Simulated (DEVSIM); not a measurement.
System: abrupt Si p-n junction, at 300 K.

| layer (left to right) | material | thickness (μm) | Nd (cm⁻³) | Na (cm⁻³) | τn (s) | τp (s) |
|---|---|---|---|---|---|---|
| 1 | Si | 5.70 | - | 1.4e18 | 1.4e-7 | 1.4e-7 |
| 2 | Si | 0.320 | 1.1e17 | - | 1.4e-7 | 1.4e-7 |

Left contact: ohmic. Right contact: ohmic. Voltage is applied to the left contact. Recombination: SRH at mid-gap, radiative, Auger. Mobility is μmin + (μ − μmin)/(1 + (N/Nref)^α).

This is a model device: material constants are rounded textbook-type values typed into the input, and sizes, dopings and lifetimes were drawn at random. Values at 300 K.

| parameter | Si |
|---|---|
| gap (eV) | 1.124 |
| affinity (eV) | 4.05 |
| permittivity | 11.7 |
| Nc (cm⁻³) | 2.86e19 |
| Nv (cm⁻³) | 3.1e19 |
| μn (cm²/Vs) | 1417 |
| μp (cm²/Vs) | 470 |
| μn,min | 52 |
| μp,min | 45 |
| Nref,n | 9.7e16 |
| Nref,p | 2.2e17 |
| αn | 0.68 |
| αp | 0.72 |
| B (cm³/s) | 4.7e-15 |
| Cn (cm⁶/s) | 2.8e-31 |
| Cp (cm⁶/s) | 9.9e-32 |

Simulated with DEVSIM: 1D drift-diffusion, Boltzmann statistics, complete ionisation; no tunnelling, impact ionisation, image-force lowering or self-heating.

### Question
Give the dark forward current.

### Answer

```tsv
V (V)	J (A/cm²)
0.05	8.6e-9
0.10	3.2e-8
0.15	1.0e-7
0.20	3.7e-7
0.25	1.6e-6
0.30	8.0e-6
0.35	4.7e-5
0.40	0.00030
0.45	0.0020
0.50	0.013
0.55	0.090
0.60	0.61
0.65	4.1
0.70	27
0.75	160
0.80	700
0.85	1900
0.90	3500
```
